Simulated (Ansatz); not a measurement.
Mg, response to strain

The parent structure is Mg in the hcp (Mg type) structure (space group P6_3/mmc, No. 194; a = 3.1952 Å, c = 5.1966 Å; relaxed with 0.1 eV smearing). Axes: x lies along a and z along c of the hexagonal cell.

Strains are applied to the cell and any free atomic positions relax; under biaxial strain the out-of-plane vector relaxes too.

Calculations: Kohn–Sham DFT with the PBE functional, run in Ansatz (a program for electronic structure) with PAW and 420 eV plane waves, spin-orbit coupling left out.

```tsv
biaxial strain, plane normal [001], relaxed out of plane (%)	out-of-plane strain (%)
-3	1.66
-2.5	?
-2	1.11
-1.5	0.84
-1	0.57
-0.5	0.29
0	0.00
```

Q: Fit ε⊥ = −νε + γε² (strains in %) to the rows shown and predict the withheld row.

A: Least squares on the printed values gives ν = 0.57 (the biaxial Poisson response) and γ = -0.006 (largest residual 0.01 %); this predicts 1.39 %, and the run gives 1.38 %, in agreement.

Whether these cells are dynamically stable was not tested.
